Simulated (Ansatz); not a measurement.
## Amorphous Ge, 512 atoms, melt quenched at 100 K/ps, density 0.99 of the crystal's

Prepared with Tersoff's 1989 multicomponent potential (SiCGe.tersoff) (LAMMPS): melt at 3500 K, cooled from 2600 to 500 K at 100 K/ps at fixed volume, minimised. Geometry as solved with Ansatz (a quantum-chemistry and plane-wave program) with PBE, support functions at accuracy medium on the grid of 370 eV.

The relaxation was stopped after a set number of steps, with force components up to 0.119 eV/Å left.

```xyz
512
Lattice="23.12 0.00 0.00 0.00 23.12 0.00 0.00 0.00 23.12" Properties=species:S:1:pos:R:3 pbc="T T T"
Ge     2.95    22.48     2.12
Ge     1.50     4.88     8.24
Ge    19.07     2.22     3.45
Ge    18.21    10.65     6.67
Ge     3.30    20.67     7.57
Ge     6.52     3.37    22.78
Ge    19.86     5.63     9.00
Ge    20.78     2.13     1.57
Ge    12.46    18.68     2.10
Ge     6.49     2.00    12.96
Ge     8.66    20.72    10.50
Ge    11.74     4.28    21.81
Ge     2.59     2.31    11.24
Ge     3.85     3.66    15.43
Ge    21.01     2.34    10.56
Ge    22.43     6.72     4.19
Ge    21.59    17.05    10.18
Ge     5.18    20.72    18.44
Ge    18.60     6.03     5.41
Ge     3.57    -0.14    14.72
Ge     6.02    19.81    16.35
Ge     8.84     9.38    13.18
Ge     4.31    16.15    17.77
Ge     4.71    17.76    15.82
Ge    15.26    21.12    13.92
Ge     7.09    20.07    20.02
Ge    10.84     9.00    14.72
Ge    13.72     5.46    20.84
Ge     1.05    18.95     2.27
Ge     2.68     3.37     0.80
Ge     2.01     0.13    21.13
Ge     8.37     6.90    13.61
Ge     1.90     7.34     9.10
Ge    20.34    12.38     1.14
Ge     9.68     9.87    16.85
Ge     1.82    14.37     4.65
Ge     6.48     5.42     1.23
Ge    13.12     9.36     0.41
Ge    22.88     8.02    10.22
Ge     3.36     5.09    22.26
Ge     2.29     7.40     1.82
Ge     0.77     3.14     6.13
Ge     7.21     9.20    16.69
Ge     2.83     8.86     5.76
Ge     3.57     3.89     9.55
Ge    22.39    12.71    16.23
Ge    22.27     6.36    12.07
Ge     2.82     6.38     6.39
Ge     0.74     1.26    14.00
Ge     6.59    11.66    16.07
Ge     0.96    10.19     4.59
Ge     4.69     7.81    13.56
Ge     6.28    15.84    19.41
Ge     9.36     8.79    19.14
Ge    22.44     7.90    16.24
Ge     1.97     3.43    13.44
Ge     0.67    11.10    14.85
Ge     5.10     0.11    18.34
Ge    21.60     8.00    13.88
Ge    11.74    10.67     2.02
Ge     1.31     1.88    17.74
Ge    19.03    14.04    20.70
Ge    20.81     4.14    19.22
Ge     5.73    14.50     3.74
Ge     5.26    13.39     5.97
Ge    16.15    20.80    18.73
Ge    18.78    22.83     3.50
Ge     7.27     9.28    21.93
Ge     4.28     8.42    19.31
Ge     5.25     8.44     4.75
Ge    19.52     0.52    13.16
Ge     0.68    20.21     4.47
Ge    20.27     7.83     4.85
Ge    17.96     9.03    12.33
Ge    21.61    17.34     6.37
Ge     7.57     9.16     3.55
Ge    22.85    10.50    10.76
Ge     3.03    19.01    14.40
Ge    16.99     8.82     8.62
Ge    19.53    18.13    22.86
Ge    20.24     4.75    11.41
Ge     3.20    13.90    17.34
Ge    21.73    16.73    15.97
Ge    20.73    17.86    12.37
Ge     1.48    17.35    13.52
Ge    19.40    16.39    16.95
Ge     1.62    14.46    10.52
Ge     3.72    12.10    19.07
Ge    19.63    14.51    23.16
Ge    12.68    11.25     5.44
Ge     3.58     1.41    16.69
Ge    21.82    16.80    19.85
Ge     9.37    15.29    23.07
Ge     1.51     9.09    16.05
Ge     3.79    17.40    22.64
Ge     8.74    17.73    22.19
Ge    12.68    20.95     3.44
Ge     4.68    20.05    12.85
Ge     4.73    23.11     4.08
Ge     6.94    18.39     1.45
Ge     5.15    15.49     7.58
Ge     5.34    19.40     3.15
Ge    21.44    20.91     3.31
Ge    12.63    22.48    21.10
Ge    18.34    20.20     6.22
Ge    20.63    13.38     8.67
Ge    11.12    19.36     5.09
Ge     0.92    17.15     7.18
Ge     6.13    15.43     9.97
Ge     4.60    17.45    10.37
Ge     6.20     8.93     9.59
Ge     1.94    11.91    11.00
Ge     5.30    14.50    13.59
Ge     2.85    12.50     6.59
Ge     9.38    22.30    12.31
Ge     2.22    19.00     6.04
Ge     9.69     8.21    21.87
Ge    21.63     2.85    21.59
Ge     1.51     0.91     9.31
Ge     9.96     2.79    20.60
Ge    18.12    17.78    20.84
Ge     2.85    11.77    13.77
Ge     6.10    18.17    12.22
Ge     5.58     2.22     3.29
Ge     4.46    12.93    15.39
Ge     0.21    16.40    17.89
Ge     4.22    14.98    21.07
Ge    18.69    19.45     1.81
Ge     0.66    17.96     9.55
Ge     4.87     2.02     0.94
Ge     5.14    19.25     8.56
Ge     7.20    22.05     0.43
Ge     1.25     5.23     4.82
Ge    14.57    19.51    22.43
Ge    21.56     4.86     2.83
Ge     5.70     7.83     0.40
Ge    21.30     3.11     6.68
Ge     6.62    21.39     4.10
Ge     0.08    15.45    21.60
Ge     9.92    10.46    11.19
Ge    11.02    21.87    22.95
Ge     9.95    18.58    13.45
Ge     4.27    18.02     4.91
Ge     2.51     7.22    14.62
Ge    21.93     0.77    12.35
Ge     4.43    21.83    11.14
Ge     1.54     5.83    12.74
Ge     6.50     7.33    15.17
Ge     6.03     3.57     8.91
Ge     7.57     0.53    18.12
Ge     5.75     5.31    16.41
Ge    12.76    18.74    19.47
Ge     0.83    22.74     0.49
Ge     5.18     6.04     5.51
Ge     8.90    22.89    22.03
Ge    14.51     6.99    13.60
Ge    10.29    20.11    16.61
Ge     9.11    12.26    16.23
Ge     7.23    15.88     1.38
Ge    16.89     6.63    17.39
Ge    11.21    13.37     5.51
Ge     8.76     4.59     6.31
Ge     7.76    11.72     3.42
Ge    11.31    15.92    21.35
Ge    10.73     6.16     0.28
Ge    12.18     5.50     4.87
Ge    22.89    15.01     3.27
Ge     7.09    11.49     6.04
Ge     7.55     5.56    11.67
Ge     6.20    16.77    21.95
Ge    11.75     9.37     4.11
Ge    16.07    11.48     2.24
Ge    10.54     6.48    14.77
Ge    15.87     9.53    10.94
Ge    13.01     7.21    19.26
Ge    11.01     8.17    10.49
Ge    18.20     2.75    17.12
Ge    10.60     6.56    18.92
Ge     5.65    21.49    14.58
Ge     6.26    11.71    18.72
Ge     8.98     5.41     2.03
Ge    12.82    10.45    15.36
Ge     0.42    13.31    20.29
Ge     7.90    15.54     4.55
Ge    11.61     9.88    21.65
Ge    14.90    13.37     0.80
Ge    15.01     3.60    19.77
Ge     6.71     9.25    19.24
Ge    12.35    12.93     1.15
Ge     1.06     2.53    21.98
Ge    10.75    14.64     1.92
Ge     8.76    13.21    21.81
Ge    19.80    11.83    19.65
Ge     3.18    14.14     8.52
Ge    23.06    10.88    23.24
Ge     3.66    15.87     3.81
Ge     5.83    12.53     1.89
Ge    11.58    18.12    17.42
Ge     9.25    10.56     1.50
Ge    17.23    14.26     4.31
Ge     2.61    10.69    22.73
Ge     8.32     8.16     1.30
Ge     8.49    22.24     2.60
Ge     7.06    13.61     7.95
Ge     8.18    18.83    16.85
Ge     9.06    11.30     7.73
Ge     8.86    15.37     7.10
Ge    12.33    18.14    21.87
Ge     6.66    12.94    12.19
Ge     6.78    10.86    13.60
Ge    22.38    17.16     2.17
Ge    13.61    10.10     7.52
Ge     0.93    11.53     8.29
Ge    14.92    12.92    21.44
Ge     2.38     9.87    18.42
Ge     4.09    10.58    10.23
Ge     9.80    14.24    17.84
Ge    17.08     4.44    18.60
Ge    12.52    16.37    15.86
Ge     2.63    12.83    21.41
Ge    15.97    16.56    21.10
Ge    12.63    13.77    20.78
Ge    22.43    14.65    14.68
Ge     1.51    14.21     0.30
Ge    10.41    21.34     6.71
Ge     6.57    19.85    22.52
Ge    14.11    19.54    15.59
Ge    23.21     1.26     4.33
Ge    14.13    20.64    20.19
Ge    11.51    16.62     3.27
Ge     9.27    17.72     3.96
Ge    20.99    15.39     4.85
Ge     8.31    18.52     6.25
Ge    10.75    19.38     0.29
Ge     2.67     5.07     2.73
Ge    12.00    15.39    11.56
Ge     8.44    18.47    11.47
Ge    14.35    17.97     9.75
Ge     9.07    13.02    11.87
Ge    11.02    21.64    18.65
Ge    10.19    15.33    15.54
Ge    11.13    12.31    22.07
Ge     7.83    21.04     6.27
Ge     4.10    19.99    22.63
Ge    10.58    20.13     9.00
Ge    10.93    22.68    16.04
Ge     4.23     0.88    12.47
Ge    10.00    14.69    10.28
Ge     2.89    14.17    12.88
Ge     0.63    19.30    21.52
Ge    10.39     5.07    16.86
Ge    13.09     1.04    16.20
Ge     8.47    16.57     9.72
Ge     2.88    19.86    18.74
Ge     6.26    16.71    14.19
Ge     3.40    22.83     6.21
Ge    10.18     4.69     8.41
Ge     8.07     2.26     5.88
Ge    22.28     0.13     8.49
Ge    11.74     2.07     2.39
Ge    16.61    14.30    20.27
Ge    15.81    18.74    17.31
Ge     2.49    20.77    20.98
Ge     4.55     0.76    20.73
Ge     6.75     5.52     7.37
Ge     5.09     4.72     3.37
Ge    21.43    22.46    16.30
Ge    16.73     6.20     3.76
Ge    13.79     4.31     8.52
Ge    12.90     1.98     8.31
Ge     9.28     6.37    10.07
Ge     9.23     0.80     7.75
Ge     7.62     3.14    10.96
Ge    11.69     5.20    12.78
Ge    12.18     5.82     7.38
Ge    19.81     0.52     9.24
Ge    11.97     8.23     8.14
Ge    13.60     4.27    11.09
Ge    19.57     1.80    19.13
Ge    14.40     4.13    16.64
Ge    17.04     0.69    16.44
Ge    11.55     0.95    19.46
Ge    20.26    20.90    20.28
Ge     8.62     0.58    15.83
Ge    20.70    20.69    22.84
Ge    19.33     3.81    22.34
Ge     8.69    22.04    19.66
Ge    15.96     2.34    21.73
Ge    12.94     2.69     0.34
Ge    15.47    10.58    20.56
Ge     4.32     8.76     2.37
Ge    18.67    11.33     2.76
Ge    13.00     7.02     1.17
Ge    14.90     6.05    -0.17
Ge     1.79    12.15     3.31
Ge    21.81    19.87     6.16
Ge     9.58     8.41     4.82
Ge    14.66    14.04     6.13
Ge     3.22     6.08    10.79
Ge    15.28    11.44    14.22
Ge     8.01     1.61     3.41
Ge    18.92     3.02    13.01
Ge    15.46    11.48    18.02
Ge    13.29     7.44     3.68
Ge    10.13    13.26    14.13
Ge    16.24    12.19    10.53
Ge     5.51     7.05    11.28
Ge     0.72    13.94    17.88
Ge    10.57    13.45     8.02
Ge    22.11    11.28    20.73
Ge     7.79    10.95     9.87
Ge    12.30    11.56    11.40
Ge    17.18    17.30    13.71
Ge    13.83     4.52    14.22
Ge    16.24    10.08    16.11
Ge    12.40    13.44    13.11
Ge     7.44    11.54    23.16
Ge    14.34     6.61    17.29
Ge    16.83     6.69    12.66
Ge    14.62    17.14    19.01
Ge    14.08    13.55    14.98
Ge    12.18    13.48    18.39
Ge    10.03    17.84     8.00
Ge    23.01     7.29    21.04
Ge    18.20    16.25     1.16
Ge    10.22    16.61    19.07
Ge     9.38    13.65     3.80
Ge    20.41    11.39    10.34
Ge    13.12     3.25     4.18
Ge     9.68     8.88     7.23
Ge    18.15    18.83     8.37
Ge    18.79    16.25     3.70
Ge    12.35     7.98    12.66
Ge    16.50    17.47     6.84
Ge    12.14    17.53     6.52
Ge    12.56    19.68    10.69
Ge    12.98    11.19    17.79
Ge    20.06    11.89    12.79
Ge    13.18    13.79     8.19
Ge    18.68    15.00     8.53
Ge    19.98    12.08    17.07
Ge    17.68    14.33    14.08
Ge    12.65    15.43     5.22
Ge     5.54    12.72     9.90
Ge    10.82    20.99    13.94
Ge     7.77    13.70    19.45
Ge     5.95    17.71     6.73
Ge    13.19     9.63    19.77
Ge    15.06    11.86     4.75
Ge    13.90     1.57    18.57
Ge     7.96    17.82    19.15
Ge     5.25    14.55     0.33
Ge     1.12    21.05    17.47
Ge    12.09    17.73    12.46
Ge    14.14     0.79    22.41
Ge    16.35    19.22     2.77
Ge    17.52    18.28     4.73
Ge    16.75     2.32     4.45
Ge     3.68    11.16     1.87
Ge    17.74     6.39     7.79
Ge     3.23    15.76     1.33
Ge    16.93    15.05     6.69
Ge     9.01    19.54     2.21
Ge     5.36     9.80     7.12
Ge    13.94    10.02    12.52
Ge    16.77    18.32    10.54
Ge    12.60     1.46     5.92
Ge    21.86    20.80     8.60
Ge    14.51    20.92     7.33
Ge    14.60     2.35    13.13
Ge    19.23    15.86    12.68
Ge     8.08     2.86    14.89
Ge    18.19    11.77     8.95
Ge    12.99    21.38    12.73
Ge     7.47    -0.20    13.76
Ge    11.86     3.25    15.57
Ge     8.61    17.17    15.06
Ge    17.98    18.28    16.03
Ge    10.19     3.22    13.49
Ge    17.77    15.91    10.67
Ge     4.85    22.84    -0.04
Ge    15.21     3.74     0.68
Ge    21.84    23.34    21.66
Ge    15.13    21.41     2.86
Ge     9.75     5.94     4.42
Ge    15.43     3.98     3.20
Ge     2.46     5.49    16.44
Ge     2.39    21.71     9.65
Ge    19.83    20.14    12.15
Ge     7.88     7.53     8.38
Ge    15.59     9.93     0.13
Ge    19.20     4.15    15.28
Ge    10.57     2.31     9.27
Ge     2.66     9.64     8.22
Ge     6.94    22.82     7.85
Ge     4.50    10.12    12.77
Ge     6.37    21.20     9.64
Ge    22.06    21.37    12.07
Ge    18.14    22.58    11.21
Ge    23.19     2.98     2.24
Ge     9.42     5.62    20.98
Ge     0.87    14.50     7.11
Ge    14.49    21.25     9.80
Ge     7.98     4.31    16.95
Ge    18.98    22.48    15.43
Ge     1.60     3.52    19.66
Ge    21.15    22.91    18.99
Ge    10.26     0.53     5.33
Ge     0.47    20.31    10.34
Ge     1.94    21.14    15.13
Ge     0.01     5.64    16.94
Ge     7.87     2.85    19.02
Ge    16.37    20.71    11.52
Ge     8.77     2.19    22.73
Ge    18.72     7.67    21.33
Ge     5.76     3.00    20.46
Ge     9.48     2.93     1.90
Ge    21.58     8.95     1.18
Ge    21.35    16.36    23.15
Ge    20.97     7.25    22.54
Ge     0.58    -0.11    19.01
Ge    20.85     7.92     8.82
Ge    20.10     4.09     4.77
Ge    22.96    12.90     1.80
Ge    17.83     3.06     6.69
Ge    20.47     9.36     6.78
Ge    18.84    12.44     5.02
Ge    19.51     8.92     2.69
Ge    16.67     2.98    11.84
Ge    21.12     9.15    17.93
Ge    15.59     8.46     3.84
Ge    13.86    11.76     9.43
Ge    22.54     1.78    16.07
Ge    17.45    11.93    12.85
Ge    17.67     0.87     7.88
Ge    21.32     3.92    16.65
Ge     1.75    15.24    14.84
Ge     3.88     4.49    19.92
Ge    15.16     0.47    14.77
Ge     2.82     1.96     7.34
Ge     5.76     1.81     7.01
Ge    17.87     6.29    15.05
Ge    19.62     1.22    22.68
Ge    23.15     9.33    19.52
Ge    21.54     0.68     6.18
Ge    18.65     8.43    18.17
Ge    18.17     6.94     1.84
Ge    16.80     7.68    23.03
Ge    17.63     0.78    20.71
Ge    11.13    22.64     2.25
Ge    21.11    14.16    12.62
Ge    23.05     5.36    19.41
Ge     3.79     8.60    21.79
Ge     1.96     7.08    22.48
Ge    19.45    20.75     9.69
Ge    19.00    21.90     1.10
Ge    15.78     9.74     6.09
Ge    18.75    10.00    16.20
Ge    22.42    10.96     6.38
Ge    20.16    21.78     5.42
Ge    22.09    10.35    13.18
Ge     2.23    16.91    11.13
Ge    14.30    18.45     7.33
Ge    18.14    20.35    14.20
Ge    15.72    14.65    11.19
Ge    13.80    15.51     9.90
Ge    16.23    13.87    17.82
Ge    22.03    19.25    19.73
Ge    18.07     9.90    20.17
Ge    20.29    10.52    22.52
Ge    19.11     9.19    10.09
Ge    18.40    14.12    16.47
Ge    16.00     5.14    10.82
Ge    19.49    16.20    19.46
Ge    13.95    15.08    17.53
Ge    17.83    20.23    20.47
Ge    15.73    15.85     0.43
Ge     4.14     6.19    18.16
Ge    19.42    20.32    17.09
Ge     1.69    22.50     4.39
Ge     0.33     8.49     2.85
Ge    20.50    18.46     3.44
Ge    16.10     0.17    18.69
Ge    12.81    22.02     5.81
Ge    16.28     4.47     8.32
Ge    20.03     5.47     0.96
Ge    17.25    21.83    22.36
Ge    18.78     5.24    20.30
Ge    14.76    17.99     1.32
Ge    14.97    21.81     0.40
Ge    19.22     8.32    14.44
Ge    21.99     4.10     8.92
Ge    21.07    13.13     6.15
Ge    16.65    22.00     6.61
Ge    20.00    17.15     8.27
Ge    10.51     1.43    11.71
Ge    12.91     0.76    12.08
Ge     3.32    20.04     1.85
Ge    22.68    20.93    14.43
Ge    22.15    14.64    10.37
Ge    14.15     0.57     9.96
Ge    22.06    19.66    17.20
Ge    -0.07    20.37     0.53
Ge    22.14    23.25     2.25
Ge    16.58     1.16    10.13
Ge    16.39    22.95     4.33
Ge     1.84    17.12    21.11
Ge     2.39    17.41    18.72
Ge    15.34    15.31    13.60
Ge    22.39    18.36    14.16
Ge    13.96    17.49    14.12
Ge    14.37     8.43    15.66
```
